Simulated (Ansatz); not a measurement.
Base system: PtAs2 (space group Pa-3, No. 205).

```yaml
crystal:
  lattice:
    - [6.05845, 0.00000, 0.00000]
    - [0.00000, 6.05845, 0.00000]
    - [0.00000, 0.00000, 6.05845]
  atoms:
    - { symbol: As, position: [0.38338, 0.38338, 0.38338] }
    - { symbol: As, position: [0.61662, 0.61662, 0.61662] }
    - { symbol: As, position: [0.11662, 0.61662, 0.88338] }
    - { symbol: As, position: [0.88338, 0.38338, 0.11662] }
    - { symbol: As, position: [0.88338, 0.11662, 0.61662] }
    - { symbol: As, position: [0.11662, 0.88338, 0.38338] }
    - { symbol: As, position: [0.61662, 0.88338, 0.11662] }
    - { symbol: As, position: [0.38338, 0.11662, 0.88338] }
    - { symbol: Pt, position: [0.00000, 0.00000, 0.00000] }
    - { symbol: Pt, position: [0.50000, 0.00000, 0.50000] }
    - { symbol: Pt, position: [0.50000, 0.50000, 0.00000] }
    - { symbol: Pt, position: [0.00000, 0.50000, 0.50000] }
```

Calculations: PBE (Ansatz, a quantum-chemistry and plane-wave program, PAW, spin-orbit coupling left out), earlier PAW set.

Base values:

```
Item       Result
--------  -------
Pressure  0.0 GPa
```

Now apply this change: the cell is scaled by 1.0132 in all directions; the atoms relax in the strained cell.

Question: What happens to the pressure?

Answer: The pressure goes from zero to -4.8 GPa.

Question: What happens to the energy relative to the base?

Answer: The energy grows by 12 meV/atom.

The mesh was chosen for an insulator and is coarse for the gapless case. No phonon test of stability was made. All final runs are without spin polarisation.
